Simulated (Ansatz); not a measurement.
The starting structures come from a database of crystals and need not be the phases stable at ambient conditions.

Here is the system:

```
CELL_PARAMETERS angstrom
      2.52032     0.00000     0.00000
      0.00000     2.52032     0.00000
      0.00000     0.00000     2.52032
ATOMIC_POSITIONS crystal
  Be 0.00000 0.00000 0.00000
  Co 0.50000 0.50000 0.50000
```

Space group of this cell: Pm-3m, CsCl type. The cell is strained (lattice scaled by 0.98); by PBEsol its mean pressure is 13.0 GPa.

The run has a spin-polarised start.

Problem. Do the moments survive in PBEsol (Ansatz, an electronic-structure program)?

Solution. Hardly: the largest site moment (in a sphere of 0.41 times the shortest bond) ends at 0.23 μB at a Fermi-Dirac width of 0.1 eV, which can also quench a weak itinerant magnet.
